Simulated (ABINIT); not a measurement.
## Equation of state of zinc-blende GaP (space group 216): energy against volume (ABINIT, PBEsol)

```
CELL_PARAMETERS angstrom
      0.00000     2.64588     2.64588
      2.64588     0.00000     2.64588
      2.64588     2.64588     0.00000
ATOMIC_POSITIONS crystal
  Ga 0.00000 0.00000 0.00000
  P  0.75000 0.75000 0.75000
```

Level of theory: PBEsol, norm-conserving pseudopotentials (PseudoDojo nc-sr-04 PBEsol standard) (plane waves; ABINIT). Settings: pseudos = [Ga.upf, P.upf]; ecut = 52 Ha; occopt = 3; tsmear = 0.01 eV; ngkpt = 11 11 11; nshiftk = 1; shiftk = 0 0 0; potentials = PseudoDojo nc-sr-04 PBEsol standard; nband = 14; kptopt = 1; nstep = 100; tolvrs = 1e-10. The cell above is the first row's. The rows scale it uniformly. In all rows fractional positions and the k mesh are held. E is the free energy at the stated smearing, counted from the lowest row.

| V (Å^3/atom) | E (meV/atom) |
|---|---|
| 18.523 | 38.99 |
| 18.926 | 21.00 |
| 19.328 | 8.90 |
| 19.731 | 2.08 |
| 20.134 | 0.00 |
| 20.536 | 2.16 |
| 20.939 | 8.13 |
| 21.342 | 17.51 |
| 21.744 | ? |

The 8 complete rows are fitted with the third-order Birch-Murnaghan form, a cubic in V^(-2/3), E against V. With u = V^(-2/3) - 0.136, the rows have u = 0.006843, 0.004808, 0.002849, 0.000952, -0.000882, -0.002651, -0.004368, -0.006030. Least squares gives E = 0.451 + 1089.34·u + 656461·u² + 1091608·u³. Residuals (row less fit): -0.005, 0.015, -0.008, -0.004, 0.000, 0.004, 0.003, -0.002; standard error 0.009 (degrees of freedom: 4). Its minimum lies at u = -0.000831, so V0 = (0.135169)^(-3/2) = 20.12. There d²E/du² = 1307000 and d³E/du³ = 6550000, so B0 = (4/9) × 20.12^(-7/3) × 1307000 × 0.160218 = 84.5 GPa (the last factor turns the table's units into GPa), and B0' = 4 + (2/3) × 0.135169 × (6550000)/1307000 = 4.5. The program's pressures in the fitted runs (not shown) pass through zero at V = 20.12, 0.01 % from this V0.

Estimate the missing E (V = 21.744); what did the run itself give?

u = -0.007637, so E = 0.451 + 1089.34 × (-0.007637) + 656461 × (-0.007637)² + 1091608 × (-0.007637)³ = 29.933 meV/atom. The calculation gives 29.94 meV/atom, 0.007 meV/atom above the prediction (under 0.05 % of the range of E in the table). The row lies outside the fitted rows, so this is an extrapolation. From the scatter of the fitted rows alone, a prediction at this place has a standard error of 0.023 meV/atom, so the miss is 0.3 times that.

Carrying the step between the two nearest rows on in a straight line would have given 26.87, off by 3.07; series whose last step already gives the withheld value aren't shown. The scan was laid around a cell of about the measured size, scaled by a guess for this functional. The runs keep the symmetry of the cell, so they don't test it for distortions. Cutoffs and mesh are single choices, not tested for convergence of this quantity. Series with a scatter that would blur these digits, or in which a gap closes, are not shown. Nor are scans whose minimum lies at an end fitted in this form.
